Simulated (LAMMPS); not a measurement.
LAMMPS 22 Jul 2025, classical MD, AIREBO (CH.airebo): C, 4096 atoms.

```json
{
  "task": "MD, nve",
  "potential": "AIREBO, CH.airebo",
  "copies_of_the_repeat_unit": "8×8×8",
  "shape (slab and sphere leave vacuum in the box)": "slab",
  "temperature": "800 K",
  "steps": "800",
  "timestep": "0.5 fs",
  "neighbor_skin": "2 Å",
  "neigh_modify": "every 1 delay 0 check yes",
  "thermo": "100",
  "newton": "on (default)",
  "atom_modify sort (bins of 2 Å where set)": "1000 (default)",
  "comm_style": "brick (default)",
  "box": "28.5 × 28.5 × 85.6 Å, the slab in its lowest third along z, the rest vacuum",
  "start": "generated diamond lattice, warmed in an untimed run",
  "compared_values": "energy and forces of the first step, drift over the run"
}
```

Hardware: Arm Neoverse V2, 96 cores on 1 socket, no SMT, 1 L3 cache group.

Wall times, medians of two to five repeats, each run alone on the node (launch to exit). Processes are pinned to neighbouring cores unless said otherwise. The times hold for this build (PyPI wheel: MPICH, OPENMP and OPT packages). Scratch files lie in a memory file system. A preparatory run goes ahead and isn't timed.

Started as
```bash
# ahead of the timed run: OMP_NUM_THREADS=1 mpirun -np 48 lmp -in in.warm -log none -nocite
OMP_NUM_THREADS=1 mpirun -np 64 lmp -in in.lmp -log log.lammps -nocite
```
(64 ranks, balance = none (default)) it takes 5.1 s and 0 neighbour list builds.

### Question
Predict the time once the run is changed to balance = balance 1.05 shift xyz 20 1.02.

### Answer
About 2.4 s (3 runs within 1 %): 2.1× as fast. The largest move is in other (Other): 2.1 s to 0.0075 s. The slowest rank's pair time is 3.40 times the mean in the first run and 1.28 times in the second; the others wait. Change in the result: energy equal as printed, forces on 48 atoms equal as printed, drift of the total energy equal as printed.
